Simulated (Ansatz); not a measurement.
Worked calculations on one periodic cell of amorphous IGZO (In$_{18}$Ga$_{18}$Zn$_{18}$O$_{72}$): In18Ga18Zn18O72, 126 atoms, volume 1621.7 Å³, made by a melt-quench on the CHGNet potential and relaxed with DFT. O atoms were pushed apart under 1.9 Å during the dynamics, to hinder bonds among them. It is a model cell: composition and starting density were chosen by hand, and all elements were melted together. Cycles of charging were run to anneal it. Method: PBE, scalar-relativistic without spin-orbit coupling (plane waves to 420 eV, PAW; Ansatz, an electronic-structure program). Sampling: a 2×2×2 Γ-centred mesh; Fermi-Dirac width 0.02 eV; no spin polarisation. Its volume was relaxed, its shape was free, and it stands at a mean pressure of 0.1 GPa with stress components up to 0.1 GPa; the relaxation ran on the zone centre alone. Its density went from a set 6.01 to 5.79 g/cm³. The cell is small and was quenched far faster than a real film, so it is one sample of the glass.

Count formal charges (In +3, Ga +3, Zn +2, O -2). What does the count lead one to expect at the Fermi level, and what does the calculation give?

18 × (+3) + 18 × (+3) + 18 × (+2) + 72 × (-2) = 0. The charges balance, so the anion-derived valence states can be full and a gap can open. On this mesh the highest filled and lowest empty level lie 0.68 eV apart, the PBE gap of this cell, with a localised state at one edge or both.

The cell was scaled and its atoms relaxed again at each volume (the zone centre alone): 1524.4 Å³, 6.42 GPa; 1573.0 Å³, 2.83 GPa; 1621.7 Å³, 0.00 GPa.

Estimate the bulk modulus over this range from B = −dP/d ln V.

Between the ends: −(0.00 − 6.42) / ln(1621.7/1524.4) = 104 GPa, a mean over the range at 0 K with the atoms relaxed.
